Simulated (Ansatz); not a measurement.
The reference is WS$_{2}$ in the 2H-MoS2 type structure (space group P6_3/mmc, No. 194; a = 3.1148 Å, c = 11.7731 Å; layered, stacked along the Cartesian z axis). Axes: x lies along a and z along c of the hexagonal cell.

Computed with Ansatz (an electronic-structure program), PBEsol-D3(BJ), PAW, cutoff 420 eV, no SOC.

Before the change:

The hole mass is 0.96 mₑ along c, 0.46 mₑ across (at Γ) and the valence-band top at Γ is 0.00, -1.26, -1.60 eV. The pressure comes out as -0.01 GPa and the smallest direct gap comes out as 1.92 eV.

The change: the cell is stretched by 0.34 % along x with no lateral relaxation; the atoms relax in the strained cell.

Question: How does this affect the hole mass?

Answer: The hole mass goes from 0.96 mₑ along c, 0.46 mₑ across (at Γ) to 0.97 mₑ along z, 0.45 mₑ across (at Γ).

Question: Estimate the effect on the valence-band top at Γ.

Answer: The valence-band top at Γ (three highest levels, from the VBM) changes from 0.00, -1.26, -1.60 eV to 0.00, -1.26, -1.58 eV.

Question: What does the calculation give for the pressure after the change?

Answer: The pressure (mean of the normal stresses, compression positive) falls by 0.39 GPa (-0.01 GPa → -0.40 GPa).

Question: What does the calculation give for the smallest direct gap after the change?

Answer: The smallest direct gap falls by 0.02 eV, from 1.92 eV to 1.90 eV.

With W present, leaving out spin-orbit coupling can change the band edges. Effective masses come from finite differences of ±0.01 Å⁻¹. Stability against distortions was not tested.
